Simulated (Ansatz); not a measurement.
Abridged Ansatz (a quantum-chemistry and plane-wave program) output:

```
Pseudopotential: Si, paw, valence charge 4
Pseudopotential: Ti, paw, valence charge 12
Crystal: 6 atoms, lattice volume = 86.091 Å³
Basis set: ecut = 420 eV, 1685 PW (Γ), exchange–correlation on 96×96×48 points (8 copies of the dense FFT grid, shifted against one another)
Bands: 26, of which v1, the nominal top of the filled ones, is band 20 counted from 1 (19 counted from 0)
Symmetry: 8 space group operations
k-points: 399 of 2548
Functional: x = pbe(κ = 0.804, μ = 0.2195149727645171), c = pbe(β = 0.06672455060314922)
SCF iter   1: F=—  HF=-7545.978407 eV  |F-HF|=—  |Δ(HF+E_count)|=         —  Δρ=5.85e-3  dr2=4.66e-2  ethr=1.77e-3  ⟨swp⟩=6.3  Hψ=52814  notcnv=0
SCF iter   2: F=—  HF=-7545.973287 eV  |F-HF|=—  |Δ(HF+E_count)|=   5.12e-3  Δρ=2.34e-3  dr2=7.98e-3  ethr=1.16e-4  ⟨swp⟩=2.0  Hψ=15862  notcnv=0  defer=45
SCF 1 converged in 8 iterations: F = -7545.972692 eV  dr2 = 9.70e-11
SCF converged after 8 iterations
Free energy (F): -7545.972692 eV
Internal energy: -7545.959281 eV  (E = F + TS)
E sigma→0 (E₀):  -7545.965987 eV
Entropy (-TS):   -0.013411 eV (-2.235 meV/atom)
Fermi energy:    12.780056 eV
--- Forces (eV/Å), atoms counted from 1 ---
  atom   1  Si     0.00000000    -0.00177561     0.00000000
  atom   2  Si     0.00000000     0.00177561     0.00000000
  atom   3  Si     0.00000000     0.00056791     0.00000000
  atom   4  Si     0.00000000    -0.00056791     0.00000000
  atom   5  Ti     0.00000000    -0.00034045     0.00000000
  atom   6  Ti     0.00000000     0.00034045     0.00000000
--- Stress (GPa, compression-positive) ---
       -0.000477       0.000000       0.000000
        0.000000       0.000540       0.000000
        0.000000       0.000000      -0.003689
  P = ⅓ Tr σ = -0.0012 GPa (-0.012 kbar)
```

Task: What was computed, and what are the main results?

Result: TiSi2, 6 atoms in the cell, with PBE, PAW, 420 eV (Ansatz; scalar-relativistic without spin-orbit coupling). The last SCF converged to F = -7545.972692 eV, or -1257.6621 eV per atom, at a pressure of 0.00 GPa. The total energy compares only with runs of the same code, potentials and settings.

Whether these cells are dynamically stable was not tested. All final runs are without spin polarisation. The cell is TiSi₂ (space group Cmcm, No. 63).
